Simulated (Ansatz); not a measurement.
Data:

```
CuI
1.0
    0.01671     2.96438     2.97884
    3.02341     0.03207     2.96348
    3.08078     3.00639    -0.02530
I Cu
1 1
Cartesian
  4.58852   4.49275   4.45506
  0.00216   0.00939  -0.01729
```

No spin polarisation.

All numbers come from DFT with r2SCAN, PAW potentials and a 500 eV plane-wave cutoff in Ansatz (a program for electronic structure), no spin-orbit coupling. Settings: 10×10×10 k-points, 0.05 eV Fermi–Dirac smearing.

Q: Predict the valence-band top at Γ, stress and band gap.

A: The valence-band top at Γ (three highest levels, from the VBM) is 0.00, -0.01, -0.06 eV. The stress (xx, yy, zz, yz, xz, xy; compression positive) is (0.29, 0.75, 0.66, 0.08, 0.31, -0.57) GPa and the band gap is 1.68 eV.

With I present, leaving out spin-orbit coupling can change the band edges. The cells carry an imposed strain or load. No phonon test of stability was made. The final runs are not spin-polarised. The cell was made from CuI in the zinc blende structure (space group F-43m, No. 216) by this change: strain tensor (xx, yy, zz, yz, xz, xy) = (+1.07, −1.40, −0.92, −0.17, −0.68, +1.23) %.
